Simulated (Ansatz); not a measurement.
```xyz
1
Lattice="2.5003 0.0000 0.0000 0.0000 2.5003 0.0000 1.2501 -1.2501 1.7465" Properties=species:S:1:pos:R:3 pbc="T T T"
Cu     0.0000     0.0000     0.0000
```

No spin polarisation.

Level of theory: Ansatz (a program for electronic structure) LDA, spin-orbit coupling left out. Γ-centred 32×32×32 mesh, Fermi–Dirac width 0.1 eV.

**Question.** Predict the band gap.

**Answer.** Zero.

**Question.** What pressure (mean of the normal stresses, compression positive) does the calculation give?

**Answer.** -0.5 GPa.

The cells carry an imposed strain or load. Whether these cells are dynamically stable was not tested. All final runs are without spin polarisation. The cell was made from Cu in the fcc (Cu type) structure (space group Fm-3m, No. 225) by this change: biaxial strain +0.50 %, plane normal [001], relaxed out of plane.
